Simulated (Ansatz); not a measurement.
Amorphous cells of 8 compositions: the gap between the highest filled and lowest empty level at the zone centre, by PBE and by a single point of r2SCAN on the same geometry (PBE, scalar-relativistic without spin-orbit coupling (plane waves to 420 eV, PAW; Ansatz, a program for electronic structure); r2SCAN at 500 eV). The networks come from melt-quench runs on the CHGNet potential at compositions and starting densities chosen by hand, with anions pushed apart in the CHGNet dynamics, and DFT then relaxed them. The cells are small and were quenched far faster than real films, so single cells scatter. Defect or tail levels can set these gaps. The rows are the first to finish with both values and no moments.

| cell | PBE gap x (eV) | r2SCAN gap y (eV) |
|---|---|---|
| A (In9Ga9Zn9O35F2, 5.60 g/cm3) | 0.98 | 1.45 |
| B (In9Ga9Zn9O41Ta2, 6.11 g/cm3) | 1.14 | 1.59 |
| C (In9Ga9Zn9O33N2, 5.98 g/cm3) | 1.32 | 1.37 |
| D (In9Ga9Zn9O35H2, 5.89 g/cm3) | 1.63 | withheld |
| E (Hf18O33N2, 9.17 g/cm3) | 3.16 | 3.55 |
| F (Si24O48H2, 2.18 g/cm3) | 3.79 | 4.08 |
| G (Hf18O39Y2, 8.61 g/cm3) | 4.22 | 4.70 |
| H (Si24O47, 2.20 g/cm3) | 4.56 | 5.05 |

Fit a straight line through the 7 full rows and predict the withheld value for D (In9Ga9Zn9O35H2, 5.89 g/cm3).

Means: x = 2.739, y = 3.113. Slope = Σ(Δx Δy) / Σ(Δx²) = 14.91 / 14.46 = 1.03; the r.m.s. residual is 0.140. Prediction: 3.113 + 1.03 × (1.63 − 2.739) = 1.97. The run gave 1.81, 0.16 below the line.
